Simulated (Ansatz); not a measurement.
The starting structures come from a database of crystals and need not be the phases stable at ambient conditions.

 Where the default PAW files enter, the runs use the earlier of Ansatz's two default sets.

```xyz
24
Lattice="5.1089 0.0000 0.0000 0.0000 5.3716 0.0000 0.0000 0.0000 12.0557" Properties=species:S:1:pos:R:3 pbc="T T T"
V      0.0000     4.0287     7.3031
V      0.0000     1.3429     4.7526
V      2.5544     1.3429    10.7804
V      2.5544     4.0287     1.2753
Bi     0.0000     4.0287    10.6590
Bi     0.0000     1.3429     1.3967
Bi     2.5544     1.3429     7.4245
Bi     2.5544     4.0287     4.6312
O      3.8619     0.4359    11.6468
O      1.2470     4.9357     0.4089
O      3.8014     3.1217     6.4368
O      1.3075     2.2499     5.6189
O      1.3075     4.9357     6.4368
O      3.8014     0.4359     5.6189
O      1.2470     2.2499    11.6468
O      3.8619     3.1217     0.4089
O      1.7914     0.2359     9.7210
O      3.3174     5.1357     2.3347
O      0.7630     2.9217     8.3625
O      4.3459     2.4499     3.6931
O      4.3459     5.1357     8.3625
O      0.7630     0.2359     3.6931
O      3.3174     2.4499     9.7210
O      1.7914     2.9217     2.3347
```

Space group of this cell: Pbcn. The cell is taken as given; by r2SCAN its mean pressure is -7.7 GPa.

The current runs along the normal of the first two printed vectors. All runs by Ansatz (a quantum-chemistry and plane-wave program), plane waves and PAW, without spin-orbit coupling; the base is r2SCAN.

| run | mean pressure (GPa) | gap (eV) | mid-gap κ (1/Å) |
|---|---|---|---|
| base | -7.7 | 2.64 | 0.414 |
| all lengths scaled by 0.98 | 2.5 | 2.74 | 0.413 |
| all lengths scaled by 1.02 | -15.3 | 2.52 | 0.413 |
| lda in place of r2scan | -12.4 | ? | ? |
| lengths across the current scaled by 0.98, ions clamped | -1.3 | 2.72 | 0.415 |
| lengths across the current scaled by 1.02, ions clamped | -12.9 | ? | 0.413 |
| lengths along the current scaled by 0.97, ions clamped | -2.7 | 2.67 | 0.415 |
| lengths along the current scaled by 1.03, ions clamped | -11.9 | 2.59 | 0.414 |
| pbesol in place of r2scan | -8.1 | ? | ? |

Q: What belongs in the gaps?

A: 
- lda in place of r2scan, gap (eV): 2.29
- lda in place of r2scan, mid-gap κ (1/Å): 0.392
- lengths across the current scaled by 1.02, ions clamped, gap (eV): 2.55
- pbesol in place of r2scan, gap (eV): 2.32
- pbesol in place of r2scan, mid-gap κ (1/Å): 0.394
